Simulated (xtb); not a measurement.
xtb 6.7.1, GFN2-xTB: Mn(Br)(NMe2) (C[N](C)[Mn][Br]), charge 0, multiplicity 6, 11 atoms. The geometry is a generated start, not checked to be a minimum at this level.

```
Quantity                                                                                                        Value
------------------------  -------------------------------------------------------------------------------------------
method                                                                                                       GFN2-xTB
--acc                                                                                                     1 (default)
--etemp (K)                                                                                             300 (default)
detailed input (--input)  none: ANC optimiser, Lindh (1995) Hessian, microcycle=20, maxdispl=1.0, hlow=0.01 (default)
basis functions                                                                                                    38
valence electrons                                                                                                  33
```

```xyz
11

Mn     1.1827     0.6846    -1.4351
Br     2.1393     2.4895    -2.2405
N      0.0282     0.2708    -0.0150
C     -0.7937     0.5174     1.1269
C      0.1038    -1.1283    -0.3580
H     -1.8069     0.1190     0.9821
H     -0.3792     0.0364     2.0231
H     -0.8565     1.5879     1.3032
H      0.5091    -1.7294     0.4716
H     -0.8898    -1.5357    -0.5996
H      0.7630    -1.3123    -1.2586
```

Charge 0 and multiplicity 6 are set for this test and not shown to be the ground state. GFN-xTB has no spin term: --uhf 5 sets the occupations alone.

The structure is relaxed from this start with --opt LEVEL for the levels crude, sloppy, loose, lax, normal, tight, vtight, extreme, once each. Up to the end of the extreme run atoms move by at most 0.076 Å along an axis.

Question: Choose the cheapest level whose final energy lies within 1 meV of that of extreme.

Answer: lax: 3 cycles against 12, ending 0.67 meV above.

| level | cycles | energy above the extreme run (meV) | gradient norm (eV/Å) |
|---|---|---|---|
| crude | 1 | 1.6 | 0.13 |
| sloppy | 1 | 1.6 | 0.13 |
| loose | 1 | 1.6 | 0.13 |
| lax | 3 | 0.67 | 0.072 |
| normal | 6 | 0.11 | 0.021 |
| tight | 8 | 0.047 | 0.011 |
| vtight | 12 | under 0.01 | 0.0014 |
| extreme | 12 | — | 0.0014 |
